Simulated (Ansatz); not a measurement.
Worked example: self-consistent single point of Sb (Pm-3m, 1 atom in the cell) in Ansatz (a program for electronic structure).

Method of the run: PBEsol, PAW files made with PBE (plane waves; Ansatz).

The change in words: lattice scaled by 0.98; basis.ecutwfc: 420 eV → 565 eV. Reference geometry:
```yaml
crystal:
  lattice:
    - [3.07409, 0.00000, 0.00000]
    - [0.00000, 3.07409, 0.00000]
    - [0.00000, 0.00000, 3.07409]
  atoms:
    - { symbol: Sb, position: [0.00000, 0.00000, 0.00000] }
```

Reference input (self-consistent single point, DFT, PBEsol, plane waves, PAW files made with PBE): basis.ecutwfc = 420 eV; kpoints.mp_grid.grid = 11 11 11; hamiltonian.xc = pbesol; hamiltonian.pseudopotentials = {kind: paw} (the program's default PAW files); scf.occupations.method = gaussian; scf.occupations.width = 0.1 eV. This run's input differs from it in these lines:

Ansatz 0.2 input:
```diff
@@ -3,5 +3,5 @@
   lattice:
-    - [3.074090, 0.000000, 0.000000]
-    - [0.000000, 3.074090, 0.000000]
-    - [0.000000, 0.000000, 3.074090]
+    - [3.012608, 0.000000, 0.000000]
+    - [0.000000, 3.012608, 0.000000]
+    - [0.000000, 0.000000, 3.012608]
   atoms:
@@ -9,3 +9,3 @@
 basis:
-  ecutwfc: 420.0 eV
+  ecutwfc: 565.0 eV
 kpoints:
```

Output (repeated stretches shortened):

```
SCF iter   1: F=—  HF=-6408.104381 eV  |F-HF|=—  |Δ(HF+E_count)|=         —  Δρ=1.32e-2  dr2=3.67e-2  ethr=3.10e-3  ⟨swp⟩=6.2  Hψ=4656  notcnv=0
all-band conjugate gradients solve this SCF's bands
preconditioner: auto → none
SCF iter   2: F=—  HF=-6408.102300 eV  |F-HF|=—  |Δ(HF+E_count)|=   2.08e-3  Δρ=8.68e-3  dr2=1.61e-2  ethr=2.45e-4  ⟨swp⟩=1.2  Hψ=1133  notcnv=0  defer=1
SCF iter   3: F=—  HF=-6408.101921 eV  |F-HF|=—  |Δ(HF+E_count)|=   3.79e-4  Δρ=4.99e-4  dr2=5.84e-5  ethr=1.07e-4  ⟨swp⟩=1.0  Hψ=646  notcnv=0  defer=1
SCF iter   4: F=—  HF=-6408.101946 eV  |F-HF|=—  |Δ(HF+E_count)|=   2.46e-5  Δρ=9.16e-5  dr2=1.42e-6  ethr=3.89e-7  ⟨swp⟩=2.3  Hψ=1082  notcnv=0  defer=1
SCF iter   5: F=-6408.101947 eV  HF=-6408.101947 eV  |F-HF|=2.80e-8  |Δ(HF+E_count)|=   1.45e-6  Δρ=1.48e-5  dr2=3.65e-8  ethr=6.67e-10  ⟨swp⟩=8.2  Hψ=3567  notcnv=0
SCF 1 converged in 5 iterations: F = -6408.101947 eV  dr2 = 3.65e-8
Stability not checked: this state was not tested for a lower state beside it, because too few of the mixer's solves of this state at the end of the SCF gave a …
Free energy (F): -6408.101947 eV
Internal energy: -6408.098907 eV  (E = F + TS)
E sigma→0 (E₀):  -6408.100427 eV
Entropy (-TS):   -0.003041 eV (-3.041 meV/atom)
Fermi energy:    11.384264 eV
--- Forces (eV/Å), atoms counted from 1 ---
  atom   1  Sb    -0.00000000     0.00000000    -0.00000000
--- Stress (GPa, compression-positive) ---
        3.337358       0.000000       0.000000
        0.000000       3.337358       0.000000
        0.000000       0.000000       3.337358
  P = ⅓ Tr σ = 3.3374 GPa (33.374 kbar)
  The stress holds the Pulay correction. Without it, at fixed plane waves, as pw.x and ABINIT print it: P = 3.3340 GPa
```

The run converged in 5 iterations. Against the reference run the free energy goes up by 13.9 meV/atom and the pressure goes from -0.44 to 3.34 GPa.

The starting cell comes from a database of computed structures (which also holds hypothetical and non-ambient phases and stackings), without a prior relaxation at this level. Its lattice was rescaled by up to half a per cent. For this run, on top of that: lattice scaled by 0.98. Ansatz's pressure includes its estimate of the finite-basis (Pulay) stress.
